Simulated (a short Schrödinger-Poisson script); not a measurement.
System: MOS inversion layer, Si3N4 on p-type Si(100), at 200 K.

From the gate side: 2.5 nm Si3N4; 1100 nm Si, acceptors 1.6e17 cm⁻³.

The device is made up for the run: typed textbook-type constants, with dimensions and the other settings drawn at random. Si3N4: permittivity 7.5, conduction-band edge (eV) 1.95, gap (eV) 5.1, electron mass (mₑ) 0.5. Si: permittivity 11.7, conduction-band edge (eV) 0, gap (eV) 1.124, Nv at 300 K (cm⁻³) 3.1e19.

Channel valleys (confinement mass, in-plane density-of-states mass, number): Δ2 0.916, 0.19, 2; Δ4 0.19, 0.417, 4. At the gate the conduction-band edge of layer 1 lies 2.11 eV − eVg above the Fermi level of the channel; the field vanishes at the back. Gaps are held at their typed values at every temperature. Mesh 0.03 nm at interfaces.

Solved with a short Schrödinger-Poisson script written for these runs: 1D Poisson equation in equilibrium, electrons quantum, Hartree (BenDaniel-Duke, 12 states a valley, the channel's in-plane mass for all, wave functions free to enter the dielectric), parabolic valleys, classical holes, full ionisation, no traps, pinning or gate leakage.

| Vg (V) | electrons (cm⁻²) | C (μF/cm²) | Δ2 E0 (meV from the Fermi level) | Δ4 E0 (meV from the Fermi level) |
|---|---|---|---|---|
| 0.2 | 9.05e9 | 0.184 | 107.4 | 141.7 |
| 0.25 | 9.28e10 | 0.646 | 66.8 | 102.0 |
| 0.3 | 3.80e11 | 1.25 | 41.5 | 78.2 |
| 0.35 | 8.16e11 | 1.55 | 27.0 | 65.5 |
| 0.4 | 1.32e12 | 1.70 | 17.3 | 57.6 |
| 0.45 | 1.87e12 | 1.79 | 9.8 | 52.0 |
| 0.5 | 2.43e12 | 1.86 | 3.6 | 47.7 |
| 0.55 | 3.02e12 | 1.90 | -1.7 | 44.1 |
| 0.6 | 3.62e12 | 1.94 | -6.5 | 41.1 |
| 0.65 | 4.23e12 | 1.97 | -10.8 | 38.4 |
| 0.7 | 4.85e12 | 2.00 | -14.9 | 35.9 |
| 0.75 | 5.48e12 | 2.02 | -18.6 | 33.7 |
| 0.8 | 6.11e12 | 2.04 | -22.2 | 31.7 |
| 0.85 | 6.75e12 | 2.05 | -25.7 | 29.7 |
| 0.9 | 7.39e12 | 2.07 | -29.0 | 27.9 |
| 0.95 | 8.04e12 | 2.08 | -32.1 | 26.1 |

Gate voltages with under 1e9 electrons/cm² are left out.

Problem. At Vg = 0.95 V the lowest Δ2 subband lies at -32.1 meV from the Fermi level. How many electrons does it hold, and what share of all?

Solution. The two-dimensional density of states is g m/(πħ²) = 1.59e11 cm⁻² meV⁻¹ (both spins), kT = 17.2 meV, so n = D kT ln(1 + exp(−E/kT)) = 5.50e12 cm⁻², 0.68 of the 8.04e12 cm⁻² in all.

Problem. Compare the slope of the sheet density between 0.85 and 0.95 V with the geometric capacitance of the layers between gate and channel.

Solution. q Δn/ΔV = 2.07 μF/cm²; ε0/Σ(t/ε) = 2.66 μF/cm². The ratio is 0.78: the channel acts as a further capacitance in series.
